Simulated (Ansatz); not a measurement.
## Effect of Mg → Be on Mg2Ge

The parent structure is Mg2Ge in the anti-fluorite structure (space group Fm-3m, No. 225; a = 6.421 Å).

Perturbation: full substitution Mg → Be, then cell and atoms are relaxed.

The values are results of Ansatz (a quantum-chemistry and plane-wave program) PBE, scalar-relativistic without spin-orbit coupling, not measurements. k-mesh 15×15×15 (Γ-centred); smearing 0.05 eV (Fermi–Dirac), for the changed cell.

```yaml
volume_per_atom: 12.92 Å³ (base 22.06 Å³)
density: 3.89 g/cm³ (base 3.04 g/cm³)
space_group: Fm-3m (No. 225) (base Fm-3m (No. 225))
shortest_interatomic_distance: 2.326 Å (base 2.780 Å)
band_gap: zero (base 0.17 eV)
```

Final structure:

```
Be2Ge
1.0
    0.00000     2.68584     2.68584
    2.68584     0.00000     2.68584
    2.68584     2.68584     0.00000
Ge Be
1 2
Direct
  0.00000   0.00000   0.00000
  0.25000   0.25000   0.25000
  0.75000   0.75000   0.75000
```

Whether these cells are dynamically stable was not tested. As relaxed here, Be2Ge is a hypothetical phase, not in the database extracts checked. The final runs are not spin-polarised. A zero or small gap of Mg2Ge can be the functional's error rather than a property of the material.
